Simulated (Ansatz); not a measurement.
Take VN in the zinc blende structure (space group F-43m, No. 216; a = 4.3846 Å; a model cell, its experimental status unchecked; relaxed with 0.1 eV smearing) as the base. Axes: x, y, z lie along the cube axes.

Calculations: DFT with PBEsol, PAW potentials and a 420 eV plane-wave cutoff in Ansatz (an electronic-structure program), no SOC.

Base values:

- Pressure: 0.0 GPa
- Shortest interatomic distance: 1.899 Å
- Band gap: zero

One thing is altered: the cell is stretched by 1.16 % along y with no lateral relaxation; the atoms relax in the strained cell.

Question: Estimate the effect on the energy relative to the base.

Answer: The energy goes up by 1.5 meV/atom.

Question: What happens to the pressure?

Answer: The pressure (mean of the normal stresses, compression positive) goes from zero to -2.8 GPa.

Question: How does this affect the shortest interatomic distance?

Answer: The shortest interatomic distance rises by 0.007 Å to 1.906 Å.

Question: How does this affect the band gap?

Answer: The band gap is still zero.

Whether these cells are dynamically stable was not tested. Seeded moments were not kept for the base. The final runs are not spin-polarised.
